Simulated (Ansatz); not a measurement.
**KTaO3 under a change: pressure 45 GPa**

Consider KTaO$_{3}$ in the cubic perovskite structure (space group Pm-3m, No. 221; a = 3.990 Å).

Now apply this change: cell and atoms relaxed at a pressure of 45 GPa.

The values are results of Ansatz (a quantum-chemistry and plane-wave program), r2SCAN, PAW, cutoff 500 eV, scalar-relativistic without spin-orbit coupling, not measurements. Settings: 8×8×8 k-points, 0.05 eV Fermi–Dirac smearing.

```tsv
quantity	base	changed	shift
density	7.01 g/cm³	8.17 g/cm³	+1.165 g/cm³
lattice parameter a	3.990 Å	3.791 Å	-0.199 Å
shortest interatomic distance	1.995 Å	1.895 Å	-0.100 Å
enthalpy H = E + PV relative to the base's energy	–	+3.28 eV/atom	–
band gap	2.63 eV	3.00 eV	+0.37 eV
gap character	indirect, R → Γ	indirect, R → Γ	–
smallest direct gap	3.27 eV	3.48 eV	+0.217 eV
width of the top valence band	1.09 eV	1.24 eV	+0.15 eV
```

Final structure:

```
CELL_PARAMETERS angstrom
      3.79069     0.00000     0.00000
      0.00000     3.79069     0.00000
      0.00000     0.00000     3.79069
ATOMIC_POSITIONS crystal
  K  0.00000 0.00000 0.00000
  Ta 0.50000 0.50000 0.50000
  O  0.00000 0.50000 0.50000
  O  0.50000 0.50000 0.00000
  O  0.50000 0.00000 0.50000
```

Spin-orbit coupling, missing from the scalar runs, can matter with Ta. Load acts through the strain it causes; cell and atoms are relaxed under it. Stability against distortions was not tested. Competing high-pressure phases were not computed.
